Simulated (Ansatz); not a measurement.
H on the 1x1 (111) surface of fcc Pt, one in a 1x1 cell, energies for each (6.8 Å²). Energies are against ½ H2(g), without zero-point or thermal terms; each row is named by its start.

Method: PBE (plane waves to 420 eV, PAW; Ansatz, a quantum-chemistry and plane-wave program).

Model: 5-atom slab, 6.9 Å thick at the start under the adsorbate (thin: gaps and levels are the slab's own), 12x12x1 mesh, Fermi-Dirac 0.1 eV, dipole correction, 2 atoms held, the rest relaxed; each run with such symmetry as its start has; no spin, no spin-orbit, no U, no dispersion correction.

A negative adsorption energy means that the adsorbate is more stable on the surface than in its reference. Starts that drift may end in the same place. Heights count from the host atoms within 0.3 Å of the top one.

| starting site | E_ads (eV) | height (Å) | nearest host atom (Å) | bonded to | Δ work function (eV) | lateral drift (Å) |
|---|---|---|---|---|---|---|
| top Pt | -0.35 | 1.55 | Pt 1.55 | Pt | -0.68 | 0.0 |
| hollow Pt-Pt-Pt over Pt at depth 2.3 Å | -0.33 | 0.91 | Pt 1.86 | 3 Pt | -0.52 | 0.0 |
| hollow Pt-Pt-Pt over Pt at depth 4.6 Å | -0.38 | 0.90 | Pt 1.85 | 3 Pt | -0.54 | 0.0 |
| bridge Pt-Pt (span 2.8 Å) | -0.38 | 0.90 | Pt 1.85 | 3 Pt | -0.54 | 0.8 |
